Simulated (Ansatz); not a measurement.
## A computed series for SnS2: point defects

Consider a 12-atom supercell of SnS2 in the CdI2 type structure (space group P-3m1, No. 164; a = 3.669 Å, c = 5.806 Å; layered, stacked along the Cartesian z axis) at its relaxed geometry.

One neutral defect a cell, atoms relaxed at fixed cell.

Level of theory: plane-wave PAW DFT at the PBE-D3(BJ) level (Ansatz, a quantum-chemistry and plane-wave program, 420 eV), no spin-orbit coupling.

```tsv
case	pressure	largest displacement of a host atom from its site in the perfect cell
perfect supercell	0.0 GPa	–
Zn on a Sn site, symmetric start	-1.5 GPa	0.07 Å
S on a Sn site (antisite), symmetric start	-2.1 GPa	0.09 Å
Fe on a Sn site	-2.6 GPa	0.24 Å
Sn on a S site (antisite), symmetric start	1.3 GPa	0.26 Å
S interstitial (started 2.32 Å from the nearest host atom)	5.2 GPa	0.61 Å
```

Other magnetic orders, which the real material may have, were not ruled out. In so small a cell the defect repeats every few ångströms: this is an ordered compound, not a dilute defect. A case with no gap was solved on a k-mesh chosen for an insulator, which is coarse for it. Defects with a symmetric start kept the site's symmetry and may sit on a saddle; the others started slightly shaken. Starting moments died away, wholly or in part, for S on a Sn site (antisite), Sn on a S site (antisite) and S interstitial (started 2.32 Å from the nearest host atom); another magnetic solution may exist.
